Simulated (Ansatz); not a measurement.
**AlRu in the CsCl type structure (space group Pm-3m, No. 221)**

```yaml
crystal:
  lattice:
    - [2.97633, 0.00000, 0.00000]
    - [0.00000, 2.97633, 0.00000]
    - [0.00000, 0.00000, 2.97633]
  atoms:
    - { symbol: Al, position: [0.00000, 0.00000, 0.00000] }
    - { symbol: Ru, position: [0.50000, 0.50000, 0.50000] }
```

Level of theory: Ansatz (a program for electronic structure) PBEsol, no spin-orbit coupling. k-mesh 16×16×16 (Γ-centred); smearing 0.05 eV (Fermi–Dirac).

```json
{
 "volume_per_atom": "13.18 Å³",
 "density": "8.06 g/cm³",
 "band_gap": "zero",
 "total_energy": "-3171.152 eV/atom (σ→0; compares only within this code and set-up)"
}
```

Whether these cells are dynamically stable was not tested. All final runs are without spin polarisation.
